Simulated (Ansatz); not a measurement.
Base system: MgO in the wurtzite structure (space group P6_3mc, No. 186; a = 3.303 Å, c = 5.021 Å; a cell from a computed database, its experimental status unchecked).

One thing is altered: an isotropic linear strain of −4.39 %, atoms relaxed at fixed cell.

Levels (all Ansatz, a program for electronic structure, PAW): PBEsol (420 eV, no spin-orbit coupling); r2SCAN (500 eV, scalar-relativistic without spin-orbit coupling); HSE06 (420 eV, without spin-orbit coupling).

At the geometry relaxed with PBEsol, these levels gave the following band gaps, in shuffled order: (a) 4.11 eV, (b) 4.96 eV, (c) 5.93 eV.

Question: Match each gap to its level.

Answer: (a) PBEsol; (b) r2SCAN; (c) HSE06.

Single points use the geometry relaxed with PBEsol. Whether these cells are dynamically stable was not tested. This is not the structure that MgO has at room temperature and ambient pressure.
